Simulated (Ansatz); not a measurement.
C (model structure, P6₂22, No. 180, 3 atoms in the cell), treated with r²SCAN+rVV10 (PAW; Ansatz, an electronic-structure program).

Settings: plane-wave cutoff 560 eV, 18×18×12 k mesh (along the axes of the cell as run), Fermi–Dirac smearing 0.01 eV, scalar-relativistic PAW data made under PBE.

Cell (relaxed at this level):

```cif
data_C3
_chemical_formula_sum 'C3'
_space_group_name_H-M_alt 'P6222'
_space_group_IT_number 180
_space_group_name_Hall 'P 62 2 (0 0 4)'
_cell_length_a 2.59864
_cell_length_b 2.59864
_cell_length_c 2.79762
_cell_angle_alpha 90.000
_cell_angle_beta 90.000
_cell_angle_gamma 120.000
loop_
_atom_site_label
_atom_site_type_symbol
_atom_site_symmetry_multiplicity
_atom_site_Wyckoff_symbol
_atom_site_fract_x
_atom_site_fract_y
_atom_site_fract_z
_atom_site_occupancy
C1 C 3 c 0.50000 0.00000 0.00000 1
```

Estimate the band gap, smallest direct gap on the k points sampled and Γ–Γ gap that the calculation returns.


- band gap = 2.22 eV (indirect)
- smallest direct gap on the k points sampled = 4.95 eV
- Γ–Γ gap = 9.19 eV

Note: the relaxation could raise the start's symmetry but not lower it, so the cell can be a saddle point.

The computed numbers hold no vibrational or temperature effects.

A model structure was made by putting elements into a prototype or built by hand; it is no filed structure, need not be a known phase, and can be a saddle point held by its symmetry.
